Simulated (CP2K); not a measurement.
A self-consistent single point of FeAl (P1, 2 atoms in the cell) with CP2K.

Method of the run: PBE, GPW, DZVP-MOLOPT-SR-GTH basis, GTH-PBE potentials (GTH_POTENTIALS) (CP2K).

The change in words: lattice scaled by 0.98. Reference geometry:
```yaml
crystal:
  lattice:
    - [2.91000, 0.00000, 0.00000]
    - [0.00000, 2.91000, 0.00000]
    - [0.00000, 0.00000, 2.91000]
  atoms:
    - { symbol: Al, position: [0.50361, 0.49765, 0.50212] }
    - { symbol: Fe, position: [0.99639, 0.00235, 0.99788] }
```

Reference input (self-consistent single point, DFT PBE, GPW, DZVP-MOLOPT-SR-GTH basis, GTH-PBE potentials (GTH_POTENTIALS)): CUTOFF = 600 Ry; REL_CUTOFF = 40 Ry; SMEAR/METHOD = FERMI_DIRAC; ELECTRONIC_TEMPERATURE = 1160.45 K; KPOINTS/SCHEME = MONKHORST-PACK 10 10 10; GAMMA_CENTERED = T; XC_FUNCTIONAL = PBE; Al/BASIS_SET = DZVP-MOLOPT-SR-GTH-q3; Al/POTENTIAL = GTH-PBE-q3; Fe/BASIS_SET = DZVP-MOLOPT-SR-GTH-q16; Fe/POTENTIAL = GTH-PBE-q16; METHOD = GPW. This run's input differs from it in these lines:

```diff
@@ -64,3 +64,3 @@
     &CELL
-      ABC 2.91000000 2.91000000 2.91000000
+      ABC 2.85180000 2.85180000 2.85180000
       ALPHA_BETA_GAMMA 90.00000000 90.00000000 90.00000000
```

The program printed (abridged):

```
 SCF WAVEFUNCTION OPTIMIZATION

  Step     Update method      Time    Convergence         Total energy    Change
     1 NoMix/Diag. 0.20E+00      -     1.69688144      -126.2757937053 -1.26E+02
     2 Broy./Diag. 0.20E+00      -     0.06234850      -123.8638027396  2.41E+00
     3 Broy./Diag. 0.20E+00      -     0.02587500      -125.3698404968 -1.51E+00
     4 Broy./Diag. 0.20E+00      -     0.03854750      -125.7187629116 -3.49E-01
     5 Broy./Diag. 0.20E+00      -     0.00441560      -125.7515273997 -3.28E-02
     6 Broy./Diag. 0.20E+00      -     0.00770709      -125.6395200661  1.12E-01
   [... 5 lines left out ...]
    12 Broy./Diag. 0.20E+00      -     0.00001025      -125.6582925554  2.52E-05
    13 Broy./Diag. 0.20E+00      -     0.00000103      -125.6582925644 -9.02E-09
    14 Broy./Diag. 0.20E+00      -     0.00000149      -125.6582956482 -3.08E-06
    15 Broy./Diag. 0.20E+00      -     0.00000033      -125.6582941350  1.51E-06
  *** SCF run converged in    15 steps ***

  Overlap energy of the core charge distribution:               0.00000000000005
  Self energy of the core charge distribution:               -206.24263665245761
  Core Hamiltonian energy:                                     57.38663750853505
  Hartree energy:                                              37.33014239640617
  Exchange-correlation energy:                                -14.12924692526116
  Electronic entropic energy:                                  -0.00319046196552
  Fermi energy:                                                 0.41786579451307

  Total energy:                                              -125.65829413500650
  Total energy (extrapolated to T->0):                       -125.65669890402374

   [... lines left out ...]

 STRESS| Analytical stress tensor [bar]
 STRESS|                        x                   y                   z
 STRESS|      x        3.08979755276E+04  -4.79226937714E+02   4.30737540443E+02
 STRESS|      y       -4.79226937714E+02   3.10641092774E+04  -2.80454953945E+02
 STRESS|      z        4.30737540443E+02  -2.80454953945E+02   3.10847154588E+04
 STRESS| 1/3 Trace                                             3.10156000879E+04
```

The run converged in 15 iterations. Against the reference run the free energy falls by 10.5 meV/atom, the pressure goes from -7.21 to 3.10 GPa and the largest force goes from 0.197 to 0.238 eV/Å.

The starting cell has typed, rounded lattice constants, without a prior relaxation at this level. Its atoms were displaced at random from the sites of space group no. 221. For this run, on top of that: lattice scaled by 0.98. Spin polarisation is off. Values carry the incompleteness of an atom-centred basis. With a pressure of about 3 GPa the cell is away from its equilibrium volume at this level.

Cost on one core of a shared machine: roughly 40 s.
